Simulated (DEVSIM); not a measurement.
Device: Co/AlN/p-In0.53Ga0.47As capacitor, at 300 K.

Layer 1 from the left is AlN, thickness (nm) 8.80. Layer 2 from the left is In0.53Ga0.47As, thickness (nm) 7500, Na (cm⁻³) 5.7e15.

Metal gate on the left, work function 5 eV. Fixed charge at the semiconductor interface -1.2e11 cm⁻² (in units of +e); no interface traps.

Constants are typed, rounded textbook-type inputs, not results; the design itself was drawn at random and stands for no fabricated device. Values at 300 K.

AlN: gap (eV) 6.1, affinity (eV) 1.9, permittivity 8.5. In0.53Ga0.47As: gap (eV) 0.74, affinity (eV) 4.51, permittivity 13.9, Nc (cm⁻³) 2.1e17, Nv (cm⁻³) 7.7e18.

Estimate by hand the flat-band voltage, the threshold voltage, and compare with a numerical solution.


- Flat-band voltage: C = 0.855 μF/cm², work-function difference -0.064 V; VFB = φms − qNf/C = -0.04 V; numerical -0.04 V.
- Threshold voltage: φF = 0.230 V, depletion charge √(4εqNφF) = 3.22e-8 C/cm²; VT = VFB + 2φF + Qd/C = 0.46 V; numerical 0.46 V.

Model (solved in DEVSIM): 1D Poisson equation in equilibrium, Boltzmann statistics, complete ionisation; no quantum confinement or tunnelling. Metal contacts follow the ideal Schottky-Mott rule: no Fermi-level pinning, no interface dipoles.
